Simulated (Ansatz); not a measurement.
# As on a O site (middle of the slab) in a 2x2 cell of the 1x1 (10-10) surface of wurtzite ZnO (cut with top plane O + Zn)

Host crystal: wurtzite ZnO, with a band gap (PBE, scalar-relativistic without spin-orbit coupling).

Level of theory: PBE (plane waves to 420 eV, PAW; Ansatz, an electronic-structure program).

Set-up: 64 atoms, 9.4 Å thick at the start (thin: gaps and levels are the slab's own); mesh 3x2x1; 0.01 eV smearing; dipole correction on; 12 atoms held, the rest relaxed; held to the start's symmetry, so lower structures may exist; spin-polarised, ending with about 0.3 μB a cell, a value that depends on the mesh; orders that need a larger cell were not tried, no spin-orbit, no U. The slab shows no gap over 0.04 eV on its mesh.

| Item | Value |
|---|---|
| formation energy against rhombohedral As, ½ O2(g) | 4.99 eV |
| change of the step from the bottom to the top vacuum level, against the clean slab | 0.12 eV |
| energy released by relaxation | 3.65 eV |
| largest move of a host atom | 0.55 Å |
